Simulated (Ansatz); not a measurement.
Base system: Y in the hcp (Mg type) structure (space group P6_3/mmc, No. 194; relaxed with 0.1 eV smearing).

```xyz
2
Lattice="3.6523 0.0000 0.0000 -1.8262 3.1630 0.0000 0.0000 0.0000 5.7029" Properties=species:S:1:pos:R:3 pbc="T T T"
Y      1.8262     1.0543     4.2772
Y      0.0000     2.1087     1.4257
```

Cartesian axes are those of the cell as printed.

The values are results of PBE (Ansatz, an electronic-structure program; PAW; 420 eV plane waves; no SOC), not measurements.

Now apply this change: the cell is stretched by 1.50 % along z with no lateral relaxation, atoms relaxed at fixed cell.

Task: Predict the stress tensor and what it implies for the stiffness.

Result: Stress of the strained cell less that of the base (GPa, compression positive):
```
   -0.3     0.0     0.0
    0.0    -0.3     0.0
    0.0     0.0    -1.1
```

Then −Δσ_ii/ε with ε = 0.0150 gives secant stiffness values (nonlinear terms included at this strain): C33 ≈ 75 GPa, C13 ≈ 21 GPa and C23 ≈ 21 GPa.

Whether these cells are dynamically stable was not tested. All final runs are without spin polarisation.
